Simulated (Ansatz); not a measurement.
## CdSe: energy against strain

CdSe (wurtzite, P6_3mc, 28.132 Å³/atom and stress up to 0.01 GPa in the relaxed cell, c along z) under an equal strain ε in the (0001) plane with the normal axis free, as in a coherent film. PBEsol in Ansatz, a plane-wave DFT program (PAW, default set), 420 eV, 9×9×5 Γ-centred mesh, Fermi-Dirac smearing 0.05 eV; ions are relaxed, or left where forces stay under 0.02 eV/Å, within the symmetry of each cell.

Here s stands for strain and y for E less E0.

| strain (%) | E less E0 (meV/atom) |
|---|---|
| -3.00 | ? |
| -1.20 | 2.12 |
| -0.60 | 0.52 |
| 0.00 | 0.00 |
| 0.60 | 0.53 |
| 1.20 | 2.08 |

Using a parabola, estimate the missing y at s = -3.00 from the other rows, showing the fit.

Least squares gives y = 0.000 - 0.0117·s + 1.4583·s². Residuals (row less fit): 0.006, -0.012, 0.000, 0.012, -0.006; standard error 0.013 (degrees of freedom: 2). The quadratic coefficient over the volume, 1.4583 meV × 10⁴ × 0.1602 / 28.132 Å³, is the biaxial elastic modulus of this plane = 83.1 ± 0.6 GPa (± standard error of the fit, which holds the terms cut off). At the withheld row, y = 0.000 - 0.0117 × (-3.0) + 1.4583 × (-3.0)² = 13.160 meV/atom. The calculation gives 13.46 meV/atom, 0.300 meV/atom above the prediction (2.2 % of the range of y in the table). The row lies outside the fitted rows, so this is an extrapolation. From the scatter of the fitted rows alone, a prediction at this place has a standard error of 0.086 meV/atom, so the miss is 3.5 times that.

A polynomial of degree 3 through the 10 other runs of the series gives 13.50 there, so most of the miss is curvature that the fit leaves out. Rows are the converged runs of the series near zero and its far end; series whose fitted rows scatter by over a few per cent of the range, as at a crossing or softening among them, aren't shown in this form, nor equations of state whose B0' disagrees with the runs' pressures. Most that stay on the fit to the last digits aren't either.
